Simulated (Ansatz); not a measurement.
# Ansatz run on YAl2 (R3m, 6 atoms in the cell): self-consistent single point

Computed with PBEsol, default PAW files made with PBE (plane waves; Ansatz, a first-principles code).

Input:

Ansatz 0.2 input:
```yaml
# YAl2
crystal:
  lattice:
    - [0.000000, 3.912662, 3.912662]
    - [3.912662, 0.000000, 3.912662]
    - [3.912662, 3.912662, 0.000000]
  atoms:
    - { symbol: Y, position: [0.753689, 0.753689, 0.753689] }
    - { symbol: Y, position: [0.500000, 0.500000, 0.500000] }
    - { symbol: Al, position: [0.125000, 0.625000, 0.125000] }
    - { symbol: Al, position: [0.125000, 0.125000, 0.125000] }
    - { symbol: Al, position: [0.625000, 0.125000, 0.125000] }
    - { symbol: Al, position: [0.125000, 0.125000, 0.625000] }
basis:
  ecutwfc: 420.0
kpoints:
  mp_grid: { grid: [7, 7, 7] }
hamiltonian:
  xc: pbesol
  pseudopotentials: { kind: paw }
scf:
  occupations: { method: fermi_dirac, width: 0.1 }
output:
  forces: true
  eigenvalues: true
  stress: true
```

Output, abridged:

```
WARN ansatz: RAYON_NUM_THREADS=1 ignored (pool sized by the plan → 1); use --threads N
Pseudopotentials: kind: paw
Pseudopotential: Y, paw, valence charge 11
Pseudopotential: Al, paw, valence charge 3
Crystal: 6 atoms, lattice volume = 119.797 Å³
Basis set: ecut = 420 eV, 2277 PW (Γ), exchange–correlation on 80×80×80 points (8 copies of the dense FFT grid, shifted against one another)
Bands: 23, of which v1, the nominal top of the filled ones, is band 17 counted from 1 (16 counted from 0)
Symmetry: 6 space group operations
Space group: R3m (ITA 160), of the structure as read, at distance tolerance 4.9e-5 Å
k-points: 44 of 343 (time reversal used)
PAW frozen core: Y, regenerated for the run's functional, and the local potential with it
PAW frozen core: Al, regenerated for the run's functional, and the local potential with it
Initial density: superposition of atomic densities (neutral atoms: chi_scale 0, normalization atom), corrected by the library's trained network
Initial wavefunctions: pseudopotential atomic-orbital guess
Eigensolver: davidson
Functional: x = pbesol(κ = 0.804, μ = 0.12345679012345678), c = pbesol(β = 0.046)
SCF iter   1: F=—  HF=-9691.690472 eV  |F-HF|=—  |Δ(HF+E_count)|=         —  Δρ=2.38e-3  dr2=9.19e-3  ethr=1.77e-3  ⟨swp⟩=6.3  Hψ=5191  notcnv=0
all-band conjugate gradients solve this SCF's bands
preconditioner: auto → Kerker (q_TF=auto, 2.212 Å⁻¹)
SCF iter   2: F=—  HF=-9691.689769 eV  |F-HF|=—  |Δ(HF+E_count)|=   7.03e-4  Δρ=1.38e-3  dr2=2.64e-3  ethr=2.70e-5  ⟨swp⟩=1.3  Hψ=1382  notcnv=0
SCF iter   3: F=—  HF=-9691.689515 eV  |F-HF|=—  |Δ(HF+E_count)|=   2.54e-4  Δρ=2.12e-4  dr2=7.76e-5  ethr=7.77e-6  ⟨swp⟩=2.3  Hψ=1244  notcnv=0
SCF iter   4: F=—  HF=-9691.689536 eV  |F-HF|=—  |Δ(HF+E_count)|=   2.12e-5  Δρ=3.68e-5  dr2=7.79e-7  ethr=2.28e-7  ⟨swp⟩=2.1  Hψ=1261  notcnv=0
iter 5 did not close the SCF: its close was put off for the readings that it lacked (scf_convergence_deferred on its scf_iter line)
SCF iter   5: F=-9691.689536 eV  HF=-9691.689536 eV  |F-HF|=5.10e-9  |Δ(HF+E_count)|=   1.08e-7  Δρ=4.35e-6  dr2=2.29e-8  ethr=2.29e-9  ⟨swp⟩=2.8  Hψ=1826  notcnv=0
SCF iter   6: F=-9691.689536 eV  HF=-9691.689536 eV  |F-HF|=2.91e-10  |Δ(HF+E_count)|=  6.15e-10  Δρ=7.36e-7  dr2=6.94e-10  ethr=6.72e-11  ⟨swp⟩=2.5  Hψ=3256  notcnv=0
SCF 1 converged in 6 iterations: F = -9691.689536 eV  dr2 = 6.94e-10
SCF converged after 6 iterations
Free energy (F): -9691.689536 eV
Harris-Foulkes:  -9691.689536 eV  (|F-HF|=2.91e-10)
Internal energy: -9691.577745 eV  (E = F + TS)
E sigma→0 (E₀):  -9691.633641 eV
Entropy (-TS):   -0.111791 eV (-18.632 meV/atom)
Fermi energy:    9.357563 eV
--- Per-component energies (eV) ---
  E_band       = -175.746619
  E_kinetic    = 705.300205
  E_local      = -1331.135543  (includes V_loc(G=0)·N_el)
  E_nonlocal   = 144.791528
  E_hartree    = 472.560485
  E_xc         = -502.939252
  E_vxc        = -515.550551  (∫ρ·V_xc dr)
  E_paw        = -7366.445355  (= ΣΔE_a)
  E_vpaw       = -124.273885  (= ΣTr[D̂ρ^β])
  E_aug_tail   = -0.000005  (compensation charges beyond the density's cutoff)
  E_ewald      = -1814.083909
  E_core_change = 0.374102  (= ΣΔE_core)
  E_smearing   = -0.111791  (= −TS)
  E_closure    = 0.000000  (closes the sum)
  Σ components = -9691.689536   (vs F -9691.689536, Δ=0.00e0)
--- Forces (eV/Å), atoms counted from 1 ---
  atom   1  Y     -0.17279398    -0.17279398    -0.17279398
  atom   2  Y      0.05118391     0.05118391     0.05118391
  atom   3  Al     0.03029768     0.04334167     0.03029768
  atom   4  Al     0.01767398     0.01767398     0.01767398
  atom   5  Al     0.04334167     0.03029768     0.03029768
  atom   6  Al     0.03029768     0.03029768     0.04334167
  max |Σ_I F_I| component: 9.46e-7 eV/Å
--- Stress (GPa, compression-positive) ---
       -0.543694      -0.040975      -0.040975
       -0.040975      -0.543694      -0.040975
       -0.040975      -0.040975      -0.543694
  P = ⅓ Tr σ = -0.5437 GPa (-5.437 kbar)
  The stress holds the Pulay correction. Without it, at fixed plane waves, as pw.x and ABINIT print it: P = -0.5790 GPa
--- Band table (eV; the first three rows and the last of 44) ---
  k-point 0: bands = ["-32.7844", "-32.6936", "-12.9793", "-12.9793", "-12.9431", "-12.7219", "-12.6969", "-12.6969", "0.1752", "5.6392", "6.6557", "6.7065", "6.7065", "6.9914", "6.9914", "7.0206", "7.3352", "7.3352", "9.9778", "11.9235", "11.9235", [...]
  k-point 1: bands = ["-32.7810", "-32.6971", "-12.9867", "-12.9806", "-12.9506", "-12.7153", "-12.6974", "-12.6894", "0.3288", "4.9022", "6.2449", "6.2572", "6.3935", "7.1592", "7.1791", "7.8117", "7.8643", "7.8790", "10.5314", "11.4848", [...]
  k-point 2: bands = ["-32.7719", "-32.7061", "-13.0021", "-12.9843", "-12.9667", "-12.7062", "-12.6933", "-12.6739", "0.7603", "3.7834", "5.8268", "5.8324", "6.0914", "7.4105", "7.4167", "8.5963", "8.6503", "9.0883", "10.5054", "11.7070", [...]
  k-point 43: bands = ["-32.7624", "-32.7156", "-13.0266", "-13.0149", "-12.9368", "-12.7421", "-12.6617", "-12.6518", "1.5568", "2.7004", "4.8655", "5.5736", "6.8066", "7.5184", "7.8228", "8.8557", "9.2432", "9.6743", "10.5908", "11.1438", [...]
```

The run converged in 6 iterations.

The starting cell comes from a database of computed structures (which also holds hypothetical and non-ambient phases and stackings), without a prior relaxation at this level. Its lattice was rescaled by up to half a per cent. One atom was moved a little off its site on purpose. Ansatz's pressure includes its estimate of the finite-basis (Pulay) stress.
